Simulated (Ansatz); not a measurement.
The starting structures come from a database of crystals and need not be the phases stable at ambient conditions.

 Where the default PAW files enter, the runs use the earlier of Ansatz's two default sets.

Input:

```xyz
6
Lattice="4.0414 0.0000 0.0000 0.0000 8.3582 0.0000 0.0000 -3.4000 4.1058" Properties=species:S:1:pos:R:3 pbc="T T T"
Te     0.0000     1.0718     2.4090
Te     0.0000     3.8863     1.6969
Te     2.0207    -1.7875     3.5019
Te     2.0207     6.7457     0.6040
Ru     0.0000     0.0000     0.0000
Ru     2.0207     4.1791     0.0000
```

Space group of this cell: Pnnm. The cell is taken as given.

Transport runs along the normal of the first two printed cell vectors.

The gap is the functional's own. No spin-orbit coupling. Mid-gap values are interpolated on the energy grid.

### Question
State the band gap and the smallest decay constant κ at mid-gap according to r2SCAN (Ansatz, a quantum-chemistry and plane-wave program).

### Answer
Gap 0.53 eV on a 8×8×8 mesh; κ = 0.144 1/Å, at the zone centre.
